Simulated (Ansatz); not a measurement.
## Relaxation of the atoms of HfW (R-3m, 2 atoms in the cell) at several settings

```xyz
2
Lattice="1.5097 0.8716 4.8236 -1.5097 0.8716 4.8236 0.0000 -1.7433 4.8236" Properties=species:S:1:pos:R:3 pbc="T T T"
Hf     0.0000     0.0000     0.0000
W      0.0000     0.0000     7.2354
```

Base: Ansatz (a quantum-chemistry and plane-wave program) with LDA (PW92), default PAW files made with PBE. Its settings: kpoints.mp_grid.grid = 10 10 10; hamiltonian.xc = lda; hamiltonian.pseudopotentials = {kind: paw} (the program's default PAW files); scf.occupations.method = cold; scf.occupations.width = 0.0147 Ry. Starting volume 19.04 Å³ per atom.

Each line gives the change from the base single point and the result:

- atoms moved at random; relax: default → atoms; relax.f_tol: default → 0.03 eV/Å: pressure -12.14 GPa; largest force (vector length) 0.003 eV/Å; relaxation steps 4; free energy against the base single point 0.0 meV/atom.
- atoms moved at random; relax: default → atoms; relax.f_tol: default → 0.1 eV/Å: pressure -12.14 GPa; largest force (vector length) 0.046 eV/Å; relaxation steps 3; free energy against the base single point 0.6 meV/atom.

The starting cell was generated: these elements placed on a structure prototype, without a prior relaxation; it need not be a known phase or ordering of this composition. Its lattice was rescaled by a random factor within 2.5 % of one. Spin polarisation is off. Ansatz's pressure includes its estimate of the finite-basis (Pulay) stress.

Left out of this page: 1 run of the series outside the window shown, repeating another row's setting, or not comparable.

Keys are those of Ansatz 0.2.
